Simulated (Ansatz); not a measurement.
## Quick settings and what they miss: Ba₂Bi (I4/mmm, 6 atoms in the cell)

Self-consistent single point.

```
Ba2Bi
1.0
   -2.65995     2.65995     9.60272
    2.65995    -2.65995     9.60272
    2.65995     2.65995    -9.60272
Ba Bi
4 2
Direct
  0.00000   0.50000   0.50000
  0.50000   0.00000   0.50000
  0.67998   0.67998   0.00000
  0.32002   0.32002   0.00000
  0.86589   0.86589   0.00000
  0.13411   0.13411   0.00000
```

Method: PBEsol, PAW files made with PBE (plane waves; Ansatz, a quantum-chemistry and plane-wave program).

Base settings: basis.ecutwfc = 420 eV; kpoints.mp_grid.grid = 6 6 6; kpoints.mp_grid.shift = 0.5 0.5 0.5; hamiltonian.xc = pbesol; hamiltonian.pseudopotentials = {kind: paw} (the program's default PAW files); scf.occupations.method = fermi_dirac; scf.occupations.width = 0.1 eV.

Tight run (finer mesh or higher cutoff; not a proven limit): basis.ecutwfc: 420 eV → 590 eV; kpoints.mp_grid.grid: 6 6 6 → 9 9 9; scf.convergence.dr2_threshold: default (1e-07 eV) → 1e-09 eV. It gave Fermi level (on the code's own zero) 8.21 eV; pressure -1.14 GPa; largest force (vector length) 0.074 eV/Å.

Quick runs, as changes from the base:
- A: the base itself
- B: basis.ecutwfc: 420 eV → 210 eV; kpoints.mp_grid.grid: 6 6 6 → 2 2 2
- C: kpoints.mp_grid.grid: 6 6 6 → 4 4 4; hamiltonian.xc: pbesol → lda; scf.convergence.dr2_threshold: default (1e-07 eV) → 0.001 eV [LDA (PW92)]
- D: basis.ecutwfc: 420 eV → 335 eV; kpoints.mp_grid.grid: 6 6 6 → 2 2 2; scf.occupations.width: 0.1 eV → 0.272 eV; scf.convergence.dr2_threshold: default (1e-07 eV) → 0.0001 eV
- E: basis.ecutwfc: 420 eV → 250 eV; scf.occupations.method: fermi_dirac → cold; scf.occupations.width: 0.1 eV → 0.272 eV
- F: basis.ecutwfc: 420 eV → 250 eV; kpoints.mp_grid.grid: 6 6 6 → 3 3 3; scf.occupations.method: fermi_dirac → gaussian; scf.occupations.width: 0.1 eV → 0.2 eV

Energies are extrapolated to zero smearing width, which holds to low order in the width alone.

Dashes: energy of C, another energy zero.

† marks runs with another functional, U, potentials or spin treatment: their distance from the tight run is not a convergence error alone.

The count of work is k-points × plane waves × bands × iterations; it is no time. 

Pressures in the table are Ansatz's without its Pulay estimate, at a fixed set of plane waves; the tight run's value above holds the estimate.

The starting cell comes from a database of computed structures (which also holds hypothetical and non-ambient phases and stackings), without a prior relaxation at this level. Its lattice was rescaled by a random factor within 2.5 % of one.

| run | energy less tight (meV/atom) | pressure less tight (GPa) | largest miss in a force vector (eV/Å) | count of work / tight |
|---|---|---|---|---|
| A | -0.3 | -0.02 | 0.003 | 0.20 |
| B | 1462.4 | -25.88 | 0.239 | 0.0069 |
| C† | – | -1.01 | 0.020 | 0.048 |
| D | 55.8 | -0.14 | 0.133 | 0.012 |
| E | 304.4 | -7.40 | 0.026 | 0.093 |
| F | 320.8 | -7.46 | 0.050 | 0.020 |

Among the runs at the tight run's level, the energy misses run from 0.3 to 1462.4 meV/atom.

Keys are those of Ansatz 0.2.
